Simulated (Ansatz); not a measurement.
# Short convergence ladders for SrZn2Sb2 (P3m1, 5 atoms in the cell)

```xyz
5
Lattice="4.4993 0.0000 0.0000 -2.2497 3.8965 0.0000 0.0000 0.0000 7.7167" Properties=species:S:1:pos:R:3 pbc="T T T"
Sr     0.0000     0.0000     0.0500
Zn     2.2497     1.2988     2.8255
Zn     0.0000     2.5977     4.8912
Sb     0.0000     2.5977     2.0992
Sb     2.2497     1.2988     5.6175
```

Base method: LDA (PW92), default PAW files made with PBE (plane waves; Ansatz, an electronic-structure program).

Base settings: basis.ecutwfc = 30.9 Ry; kpoints.mp_grid.grid = 8 8 4; hamiltonian.xc = lda; hamiltonian.pseudopotentials = {kind: paw} (the program's default PAW files); scf.occupations.method = fermi_dirac; scf.occupations.width = 0.0073 Ry.

The count of work is k-points × plane waves × bands × iterations; it is no time. Core times come from one kind of shared machine, to one figure; runs under 30 s give none.

**The k-point mesh at a smearing width of 0.02 eV**

In this ladder: scf.occupations.width = 0.0015 Ry.

Only quantities that move along the ladder and can be compared are tabulated.

```tsv
kpoints.mp_grid.grid	free energy less the last step's (meV/atom)	pressure (GPa)	largest difference of a force vector from the last step's (eV/Å)	count of work / last
3 3 2	87.79	-2.24	0.102	0.011
4 4 2	25.37	-2.63	0.069	0.013
4 4 3	25.13	-2.65	0.061	0.017
5 5 3	8.26	-2.79	0.054	0.022
6 6 4	2.79	-2.83	0.038	0.039
8 8 4	-0.08	-2.88	0.020	0.064
9 9 5	-0.31	-2.89	0.013	0.092
14 14 7	-0.16	-2.92	0.001	0.26
20 20 10	0.00	-2.91	0.000	1.0
```

Coarsest kpoints.mp_grid.grid that holds the free energy within 5 meV/atom of the last step, with all finer ones: 6 6 4, at 0.039 of the last step's count of work; the step before is off by 8.3 meV/atom.

Coarsest kpoints.mp_grid.grid that holds the pressure within 0.05 GPa of the last step, with all finer ones: 8 8 4, at 0.064 of the last step's count of work; the step before is off by 0.08 GPa.

Coarsest kpoints.mp_grid.grid that holds the forces within 0.01 eV/Å of the last step, with all finer ones: 14 14 7, at 0.26 of the last step's count of work; the step before is off by 0.013 eV/Å.

Two neighbours can agree and both be off: 4 4 2 and 4 4 3 differ by 0.24 meV/atom in the free energy, yet lie about 25 meV/atom from the last step.

**The width of Fermi-Dirac smearing**

In this ladder: kpoints.mp_grid.grid = 13 13 7.

Narrow widths need finer meshes than wide ones, so the last steps can hold mesh noise.

Only quantities that move along the ladder and can be compared are tabulated; pressure and forces are left out, as mesh noise rules them at narrow widths.

```tsv
scf.occupations.width	free energy less the last step's (meV/atom)	energy extrapolated to zero width less the last step's (meV/atom)
0.0735 Ry	-571.98	154.10
0.0367 Ry	-85.08	40.58
0.022 Ry	-17.63	10.02
0.0147 Ry	-4.96	2.62
0.0073 Ry	-0.56	0.21
0.0037 Ry	0.00	0.00
```

Widest scf.occupations.width that holds the energy extrapolated to zero width within 0.5 meV/atom of the last step, with all finer ones: 0.0073 Ry; the step before is off by 2.6 meV/atom.

Widest scf.occupations.width that holds the free energy within 2 meV/atom of the last step, with all finer ones: 0.0073 Ry; the step before is off by 5.0 meV/atom.

**The width of cold smearing**

In this ladder: kpoints.mp_grid.grid = 13 13 7; scf.occupations.method = cold.

Narrow widths need finer meshes than wide ones, so the last steps can hold mesh noise.

Only quantities that move along the ladder and can be compared are tabulated; pressure and forces are left out, as mesh noise rules them at narrow widths.

```csv
scf.occupations.width,free energy less the last step's (meV/atom),core time / last (rough)
0.0367 Ry,5.50,1.0
0.022 Ry,0.80,1
0.0147 Ry,0.16,0.8
0.0073 Ry,0.01,1
0.0037 Ry,0.00,1
```

Widest scf.occupations.width that holds the free energy within 0.5 meV/atom of the last step, with all finer ones: 0.0147 Ry; the step before is off by 0.80 meV/atom.

On the base run: the starting cell comes from a database of computed structures (which also holds hypothetical and non-ambient phases and stackings), without a prior relaxation at this level. Its lattice was rescaled by up to half a per cent. One atom was moved a little off its site on purpose. Ansatz's pressure includes its estimate of the finite-basis (Pulay) stress. The run gives no clean gap (levels at the Fermi energy touch, overlap or are partly filled at this smearing), which alone does not show that the compound is a metal.

Left out of this page: 4 runs of the series outside the window shown, repeating another row's setting, or not comparable; 1 run of the series unsound by tests on forces, stress, charge or solver warnings.

Keys are those of Ansatz 0.2.
